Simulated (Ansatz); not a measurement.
The parent structure is SiO₂ in the CdI2 type structure (space group P-3m1, No. 164; a = 2.670 Å, c = 4.542 Å; a hypothetical phase, not in the database extracts checked; layered, stacked along the Cartesian z axis). Axes: x lies along a and z along c of the hexagonal cell.

Calculations: Kohn–Sham DFT with the r2SCAN+rVV10 functional, run in Ansatz (an electronic-structure program) with PAW and 500 eV plane waves, no spin-orbit coupling.

It is then changed as follows: an isotropic linear strain of −0.76 %, atoms relaxed at fixed cell.

### Question
Predict the stress tensor and what it implies for the stiffness.

### Answer
Stress of the strained cell less that of the base (GPa, compression positive):
```
   5.41    0.00    0.00
   0.00    5.41    0.00
   0.00    0.00    0.53
```

Then B = −ΔP/(ΔV/V₀) with ΔV/V₀ = -0.0226 gives secant stiffness values (nonlinear terms included at this strain): B (at held cell shape, above the free-shape value) ≈ 167 GPa.

No phonon test of stability was made.
